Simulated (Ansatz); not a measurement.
# Ag, response to strain

Take Ag in the fcc (Cu type) structure (space group Fm-3m, No. 225; a = 4.054 Å; relaxed with 0.1 eV smearing) as the base. Axes: x, y, z lie along the cube axes.

Strains are applied to the cell and any free atomic positions relax; under biaxial strain the out-of-plane vector relaxes too.

The values are results of Kohn–Sham DFT with the PBEsol functional, run in Ansatz (a program for electronic structure) with PAW and 420 eV plane waves, scalar-relativistic without spin-orbit coupling, not measurements.

Notes on the quantities. energy relative to the base: free energy F.

```csv
"biaxial strain, plane normal [111], relaxed out of plane (%)",energy relative to the base (meV/atom)
-2.5,15.3
-2.08,10.3
-1.67,6.5
-1.25,3.6
-0.83,?
-0.42,0.4
0,0.0
```

### Question
Fit ΔE = Aε² + Bε³ (ε in %) to the rows shown and predict the withheld row.

### Answer
Least squares on the printed values gives A = 2.11 and B = -0.13 meV/atom (largest residual 0.0 meV/atom); this predicts 1.5 meV/atom, and the run gives 1.5 meV/atom, in agreement.

No phonon test of stability was made.
